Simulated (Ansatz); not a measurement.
Zinc-blende BeS, treated with G0W0@PBE (hard PAW, contour deformation; Ansatz, a first-principles code).

The cell has the measured lattice parameters. Conventional cell: a = 4.8700 Å, b = 4.8700 Å, c = 4.8700 Å, α = 90.00°, β = 90.00°, γ = 90.00°.

The quasiparticle gap at Γ at a fixed k mesh 2×2×2:

```json
[
 {"response cutoff": "250 eV, 476 empty bands", "value (eV)": "7.011"},
 {"response cutoff": "300 eV, 626 empty bands", "value (eV)": "7.025"},
 {"response cutoff": "400 eV, 964 empty bands", "value (eV)": "7.043"},
 {"response cutoff": "500 eV, 1347 empty bands", "value (eV)": "7.053"}
]
```

Question: Taking the value to converge with the response cutoff E as E^(−3/2), extrapolate from the last two rows.

Answer: With y = y∞ + c/w and weights w = 8000 and 11180 for the last two rows, y∞ = (w2 y2 − w1 y1)/(w2 − w1) = (11180 × 7.053 − 8000 × 7.043)/3180 = 7.078 eV, which lies 0.025 beyond the last row. Successive pairs of rows give 7.070, 7.076, 7.078. The limit also hangs on the law assumed, so its last digits aren't firm.

The other settings are not extrapolated, so this is the limit in one setting alone.

At the last cutoff the smallest gap on this mesh is 4.15 eV, with an edge away from Γ.
